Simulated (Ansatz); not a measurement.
BiVO4 (I4₁/a, No. 88; start COD 9012062; high-temperature phase): bulk modulus B0 by level of theory

No measured value is used here.

```
level (code)     value (GPa)  cell (Å³/atom)
---------------  -----------  --------------
LDA (Ansatz)             149           12.21
PBE (Ansatz)             [?]           13.10
PBEsol (Ansatz)          137           12.58
r²SCAN (Ansatz)          139           12.70
```

Q: What belongs in the gaps?

A: 
- PBE (Ansatz, a program for electronic structure), value (GPa): 122

The crystal itself was run without spin with LDA, PBE, PBEsol, r²SCAN. Density-functional levels without +SOC have no spin–orbit coupling. LDA, PBE, PBEsol, r²SCAN: the bulk modulus is −V dP/dV from two relaxed cells at ±2 % in volume. LDA, PBE, PBEsol, r²SCAN: the relaxation could not lower the start's symmetry, so the cell can be a saddle point above a distorted one. Each level is taken at its own relaxed cell. Cutoffs differ between the levels. Ansatz's density-functional and Hartree–Fock values are scalar-relativistic unless marked +SOC, with PAW data made under PBE.
